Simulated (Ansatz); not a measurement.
Reference: TiZn$_{3}$ (Pm-3m), PBEsol, DFPT electron-phonon coupling, linearised Boltzmann equation (plane waves, PAW, scalar-relativistic; Ansatz, an electronic-structure program); geometry: relaxed with this functional, without spin-orbit coupling.

```xyz
4
Lattice="3.8548 0.0000 0.0000 0.0000 3.8548 0.0000 0.0000 0.0000 3.8548" Properties=species:S:1:pos:R:3 pbc="T T T"
Ti     0.0000     0.0000     0.0000
Zn     0.0000     1.9274     1.9274
Zn     1.9274     0.0000     1.9274
Zn     1.9274     1.9274     0.0000
```

resistivity at 300 K: 22 μΩ·cm
mean free path at 300 K: 5.2 nm

Question: Replace Zn by Al on the same sites and relax. What happens?

Answer: TiAl3 (Pm-3m): volume per atom 14.3 to 15.4 Å³; resistivity at 300 K falls (22 μΩ·cm to 11.4 μΩ·cm); mean free path at 300 K rises (5.2 nm to 9.0 nm).

Question: Replace Ti by Nb on the same sites and relax. What happens?

Answer: NbZn3 (Pm-3m): volume per atom 14.3 to 14.6 Å³; resistivity at 300 K falls (22 μΩ·cm to 10.9 μΩ·cm); mean free path at 300 K rises (5.2 nm to 14.3 nm).

Moves up to 14 % count as about the same. Metals; harmonic phonons alone scatter; means over directions. The mean free path is weighted by the current that each state carries. Halving the electron mesh moves these values by up to 9 %; q meshes are mostly untested. Spin-orbit coupling is left out.

Formula and space group known from diffraction (Crystallography Open Database), not checked to be the room-temperature form: NbZn3 (Pm-3m), TiZn3 (Pm-3m). Computed structure with no diffraction record at hand here (it may be known, metastable or hypothetical): TiAl3 (Pm-3m).
